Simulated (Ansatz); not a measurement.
The parent structure is CuAu (space group P4/mmm, No. 123; a = 2.813 Å, c = 3.593 Å; relaxed with 0.1 eV smearing). Axes: x, y, z lie along a, b, c of the conventional cell.

All numbers come from PBEsol (Ansatz, a program for electronic structure), no spin-orbit coupling.

Now apply this change: tensor shear ε_xz = +2.00 % (engineering shear γ = 0.0400), atoms relaxed at fixed cell.

**Question.** Predict the stress tensor and what it implies for the stiffness.

**Answer.** Stress of the strained cell less that of the base (GPa, compression positive):
```
    0.2     0.0    -2.9
    0.0     0.3     0.0
   -2.9     0.0     0.4
```

Then −Δσ/γ with γ = 2ε = 0.0400 gives secant stiffness values (nonlinear terms included at this strain): C55 ≈ 72 GPa.

As a check, the harmonic strain energy −½ V₀ Δσ:ε is 5.1 meV/atom; the computed energy rise is 5.1 meV/atom.

No phonon test of stability was made. All final runs are without spin polarisation.
